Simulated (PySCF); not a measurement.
PySCF 2.14.0, unrestricted B3LYP/def2-svpd, df: [SiH2]Cl, charge 0, multiplicity 2, 4 atoms. The geometry is a generated start, not checked to be a minimum at this level.

```
Item                          Result
-------------------  ---------------
task                          energy
method                         b3lyp
basis                      def2-svpd
two-electron scheme  density fitting
mol.max_memory               3000 MB
mf.max_cycle                     100
mf.conv_tol          1e-09 (default)
mf.grids.level           3 (default)
basis functions                   67
grid points                    57680
```

```xyz
4

Si    -0.1846     0.0031     0.3465
Cl     1.7895    -0.0453    -0.0883
H     -0.7716     1.2451    -0.1233
H     -0.8333    -1.2029    -0.1349
```

Charge 0 and multiplicity 2 are set for this test and not shown to be the ground state.

With the defaults (mf.diis = true, mf.diis_space = 8, mf.level_shift = 0, mf.init_guess = minao, mf.DIIS = CDIIS, mf.diis_damp = 0, mf.damp = 0, mf.diis_start_cycle = 1) it converges in 11 Fock builds. One run each on 2 threads, 1 BLAS thread, with these changes:
- mf.init_guess = atom
- mf.diis = false
- mf.diis = false, mf.damp = 0.7, mf.diis_start_cycle = 999
- mf.level_shift = 0.1 Hartree
- mf.diis_space = 12
- mf.diis_space = 3
- mf.diis_damp = 0.3
- mf.DIIS = ADIIS
- mf.init_guess = sap

### Question
Name the settings that don't reach the solution of the defaults.

### Answer
No convergence: mf.diis = false (the run ends without SCF convergence in 100 cycles). The rest reach the solution of the defaults.

```json
[
 {"setting": "the defaults", "Fock builds": "11", "end": "same solution"},
 {"setting": "mf.diis_space = 12", "Fock builds": "11", "end": "same solution"},
 {"setting": "mf.init_guess = atom", "Fock builds": "11", "end": "same solution"},
 {"setting": "mf.diis_damp = 0.3", "Fock builds": "11", "end": "same solution"},
 {"setting": "mf.level_shift = 0.1 Hartree", "Fock builds": "12", "end": "same solution"},
 {"setting": "mf.diis_space = 3", "Fock builds": "12", "end": "same solution"},
 {"setting": "mf.init_guess = sap", "Fock builds": "12", "end": "same solution"},
 {"setting": "mf.DIIS = ADIIS", "Fock builds": "14", "end": "same solution"},
 {"setting": "mf.diis = false, mf.damp = 0.7, mf.diis_start_cycle = 999", "Fock builds": "31", "end": "same solution"},
 {"setting": "mf.diis = false", "Fock builds": "101", "end": "no convergence"}
]
```
